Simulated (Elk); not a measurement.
Elk run on Ni3Si (Pm-3m, 4 atoms in the cell): self-consistent single point.

Computed with Elk with PBEsol, all-electron FP-LAPW, Elk's shipped species files, APW+lo basis with extra local orbitals.

```
Ni3Si
1.0
    3.59670     0.00000     0.00000
    0.00000     3.59670     0.00000
    0.00000     0.00000     3.59670
Si Ni
1 3
Direct
  0.00000   0.00000   0.00000
  0.00000   0.50000   0.50000
  0.50000   0.00000   0.50000
  0.50000   0.50000   0.00000
```

Reference input (self-consistent single point, DFT, PBE, all-electron FP-LAPW, Elk's shipped species files, APW+lo basis with extra local orbitals): xctype = 20; rgkmax = 8; stype = 0; swidth = 0.00999582 Ha; ngridk = 7 7 7; gmaxvr = 16 1/bohr; nxlo = 2; lorbcnd = true; lmaxi = 3; maxscl = 100. This run's input differs from it in these lines:

```diff
@@ -4,3 +4,3 @@
 xctype
-  20
+  22
```

Output, abridged:

```
│ Self-consistent loop started │
│ Loop number : 1 │
 total energy                :     -4871.90152861
│ Loop number : 2 │
 total energy                :     -4870.98472480
RMS change in Kohn-Sham potential (target) :   0.3673530772     (  0.1000000000E-05)
Absolute change in total energy (target)   :   0.9168038053     (  0.1000000000E-03)
│ Loop number : 3 │
 total energy                :     -4871.78831824
RMS change in Kohn-Sham potential (target) :   0.3678942884     (  0.1000000000E-05)
Absolute change in total energy (target)   :   0.5743924901     (  0.1000000000E-03)
│ Loop number : 4 │
   [... lines left out ...]
Absolute change in total energy (target)   :   0.5794646431E-03 (  0.1000000000E-03)
│ Loop number : 15 │
 total energy                :     -4848.36919039
RMS change in Kohn-Sham potential (target) :   0.2278754619E-06 (  0.1000000000E-05)
Absolute change in total energy (target)   :   0.1275167042E-03 (  0.1000000000E-03)
│ Loop number : 16 │
 total energy                :     -4848.36920002
RMS change in Kohn-Sham potential (target) :   0.9639793356E-07 (  0.1000000000E-05)
Absolute change in total energy (target)   :   0.2224882519E-04 (  0.1000000000E-03)
Convergence targets achieved

│ Loop number : 17 │

Energies :
 Fermi                       :     0.310207470578
 total energy                :     -4848.36920730

Density of states at Fermi energy :    56.39948346
 (states/Hartree/unit cell)

Estimated indirect band gap :   0.4008411354E-02
 from k-point      1 to k-point     19
Estimated direct band gap   :   0.1642876171E-01
 at k-point      2

Charges :
 core                        :    46.00000000
 valence                     :    52.00000000
 interstitial                :    3.728824034
 muffin-tins (core leakage)
  species :    1 (Si)
   atom    1                 :    12.16234477     (  0.1317596118E-02)
  species :    2 (Ni)
   atom    1                 :    27.36961040     (  0.3227059169E-03)
   atom    2                 :    27.36961040     (  0.3227059169E-03)
   atom    3                 :    27.36961040     (  0.3227059169E-03)
 total in muffin-tins        :    94.27117597
 total calculated charge     :    97.97965785
 total charge                :    98.00000000
 error                       :   0.2034215436E-01

│ Self-consistent loop stopped │
```

The run converged in 17 iterations. The count includes the last loop, which Elk runs after its targets are met. 

The starting cell has typed, rounded lattice constants, without a prior relaxation at this level. Its lattice was rescaled by a random factor within 2.5 % of one. Spin polarisation is off. Values depend on the basis (sphere radii, cutoffs, local orbitals), which need not be converged. The log's line on a gap gives a spacing of levels on this mesh, which the program prints for metals too.
